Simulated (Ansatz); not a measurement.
Results of PBE+U (ortho-atomic projectors) in Ansatz (PAW) for BiVO4 (I4₁/a, No. 88, 12 atoms in the cell; start mp-23044; high-temperature phase).

Run with plane-wave cutoff 500 eV, 12×12×12 k mesh, Fermi–Dirac smearing 0.05 eV, U_eff V 3.25 eV, no spin polarisation, scalar-relativistic PAW data made under PBE.

Cell (relaxed at this level):

```cif
data_Bi4O16V4
_chemical_formula_sum 'V4 Bi4 O16'
_space_group_name_H-M_alt 'I41/a :1'
_space_group_IT_number 88
_space_group_name_Hall 'I 4bw -1bw'
_cell_length_a 5.17250
_cell_length_b 5.17250
_cell_length_c 11.77050
_cell_angle_alpha 90.000
_cell_angle_beta 90.000
_cell_angle_gamma 90.000
loop_
_space_group_symop_operation_xyz
  'x, y, z'
  '-y, x+1/2, z+1/4'
  '-x+1/2, -y+1/2, z+1/2'
  'y+1/2, -x, z+3/4'
  '-x, -y+1/2, -z+1/4'
  'y, -x, -z'
  'x+1/2, y, -z+3/4'
  '-y+1/2, x+1/2, -z+1/2'
  'x+1/2, y+1/2, z+1/2'
  '-y+1/2, x, z+3/4'
  '-x, -y, z'
  'y, -x+1/2, z+1/4'
  '-x+1/2, -y, -z+3/4'
  'y+1/2, -x+1/2, -z+1/2'
  'x, y+1/2, -z+1/4'
  '-y, x, -z'
loop_
_atom_site_label
_atom_site_type_symbol
_atom_site_symmetry_multiplicity
_atom_site_Wyckoff_symbol
_atom_site_fract_x
_atom_site_fract_y
_atom_site_fract_z
_atom_site_occupancy
V1 V 4 b 0.00000 0.00000 0.50000 1
Bi1 Bi 4 a 0.00000 0.00000 0.00000 1
O1 O 16 f 0.25108 0.36046 0.07818 1
```
(The calculation used a cell of 12 atoms; values per cell refer to that cell.)

### Question
Predict the band gap.

### Answer

* **band gap**: 2.30 eV (on the SCF k mesh)

Note: the relaxation could not lower the start's symmetry, so the cell can be a saddle point above a distorted one.

Spin–orbit coupling is not included; with these elements it can move the gap by several tenths of an eV or more.

Computed values are for the static lattice.

Computing time: about 50 core-minutes (a rough figure).

A start named mp-… is a Materials Project structure, which need not be a measured phase.

Ansatz is an electronic-structure program.
